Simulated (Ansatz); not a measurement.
The starting structures come from a database of crystals and need not be the phases stable at ambient conditions.

By PBEsol, the system below comes out a metal.

A figure of merit of an interconnect metal is its ballistic conductance per area.

```xyz
12
Lattice="4.7285 0.0000 0.0000 0.0000 5.2098 0.0000 0.0000 0.0000 6.0526" Properties=species:S:1:pos:R:3 pbc="T T T"
Mo     3.5674     0.4142     5.3141
Mo     1.1611     4.7955     0.7385
Mo     3.5254     3.0191     3.7648
Mo     1.2032     2.1907     2.2878
Mo     1.2032     4.7955     3.7648
Mo     3.5254     0.4142     2.2878
Mo     1.1611     2.1907     5.3141
Mo     3.5674     3.0191     0.7385
C      2.3643     3.9073     5.3110
C      2.3643     1.3024     0.7416
C      0.0000     1.3024     3.7679
C      0.0000     3.9073     2.2847
```

Space group of this cell: Pbcn. The cell is taken as given; by PBEsol its mean pressure is -5.8 GPa.

The current flows along the normal of the first two printed cell vectors. No spin-orbit coupling; the value is a mean over 0.1 eV about the Fermi level.

Problem. Estimate the ballistic conductance per area that PBEsol (Ansatz, a first-principles code) returns for this system.

Solution. 0.60 × 10¹⁵ S/m² for both spins.
